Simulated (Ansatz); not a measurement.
Total g(r) from a molecular-dynamics run [in the run: Γ point only, which a denser mesh shifts by -0.1 GPa in pressure and 0.02 eV/Å in forces]. These are PBE (plane waves, PAW; Ansatz, a first-principles code) values and carry that method's errors.

```
r (Å) | g(r)
     1.02 |  0.00
     1.14 |  0.00
     1.26 |  0.00
     1.38 |  0.00
     1.50 |  0.00
     1.62 |  0.02
     1.74 | ############ 0.79
     1.86 | ############################## 2.04
     1.98 | ############################ 1.88
     2.10 | ################### 1.30
     2.22 | ########## 0.69
     2.34 | ###### 0.42
     2.46 | ###### 0.44
     2.58 | ########### 0.78
     2.70 | ################## 1.24
     2.82 | ####################### 1.59
     2.94 | ####################### 1.60
     3.06 | ################# 1.16
     3.18 | ########### 0.77
     3.30 | ######### 0.64
     3.42 | ############ 0.85
     3.54 | ################ 1.08
     3.66 | ################# 1.13
     3.78 | ############### 1.05
     3.90 | ############# 0.91
     4.02 | ############ 0.83
     4.14 | ########### 0.78
     4.26 | ########### 0.76
     4.38 | ############# 0.89
     4.50 | ################ 1.08
     4.62 | ################### 1.26
```

### Question
Which system gave this curve?
(A) Al (fcc), crystal, 771 K
(B) SnO2 (rutile type), crystal, 292 K, 9.8 GPa
(C) Ti (hcp), crystal, 973 K
(D) TiO2 (rutile type), crystal, 1337 K

### Answer
D, TiO2 (rutile type), crystal, 1337 K
